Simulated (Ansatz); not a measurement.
Carrier properties of SnO2 (P4_2/mnm)

Here is the system:

```xyz
6
Lattice="4.7689 0.0000 0.0000 0.0000 4.7694 0.0000 0.0000 0.0000 3.2120" Properties=species:S:1:pos:R:3 pbc="T T T"
Sn     2.3845     2.3847     1.6060
Sn     0.0000     0.0000     0.0000
O      1.4603     1.4611     0.0000
O      3.3086     3.3083     0.0000
O      3.8448     0.9236     1.6060
O      0.9242     3.8458     1.6060
```

These are PBEsol with spin-orbit coupling, rigid bands (plane waves, PAW; Ansatz, a quantum-chemistry and plane-wave program) values and carry that method's errors. Condition of this run: spin-orbit coupling switched on. Geometry: cell and atoms relaxed with PBEsol.

- band gap: 0.93 eV
- electron conductivity mass (300 K, dilute): 0.198 (x), 0.198 (y), 0.177 (z) mₑ
- hole conductivity mass (300 K, dilute): 1.41 (x), 1.40 (y), 1.97 (z) mₑ
- effective density of states N_c (300 K): 2.0e18 cm⁻³
- effective density of states N_v (300 K): 4.8e19 cm⁻³
- density-of-states mass, electrons: 0.187 mₑ
- density-of-states mass, holes: 1.53 mₑ
- Seebeck coefficient, n-type 1e19 cm⁻³, 300 K: -110 μV/K
- best n-type power factor at 300 K for τ = 10 fs (best axis; densities from 1e16 to 1e21 cm⁻³ tried, whether or not they can be reached): 1.88 μW/(cm·K²) at 1e19 cm⁻³
- Seebeck coefficient, p-type 1e19 cm⁻³, 300 K: 346 μV/K
- best p-type power factor at 300 K for τ = 10 fs (best axis; densities from 1e16 to 1e21 cm⁻³ tried, whether or not they can be reached): 5.1 μW/(cm·K²) at 1e20 cm⁻³

Rigid bands; masses and Seebeck coefficients take one relaxation time τ for all states and one kind of carrier; polarons and phonon drag are left out.
